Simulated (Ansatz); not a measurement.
Base system: ZrO2 (space group Pca2_1, No. 29; a = 5.2566 Å, b = 5.0501 Å, c = 5.0704 Å).

All numbers come from Ansatz (a quantum-chemistry and plane-wave program), PBEsol, PAW, cutoff 420 eV, spin-orbit coupling left out.

Base values:

| Property | Result |
|---|---|
| Pressure | -0.01 GPa |

It is then changed as follows: an isotropic linear strain of +1.68 %, atoms relaxed at fixed cell.

**Question.** What does the calculation give for the energy relative to the base and pressure after the change?

**Answer.** The energy goes up by 17 meV/atom; the pressure (mean of the normal stresses, compression positive) falls by 9.07 GPa (-0.01 GPa → -9.08 GPa).

No phonon test of stability was made. This is not the structure that ZrO2 has at room temperature and ambient pressure.
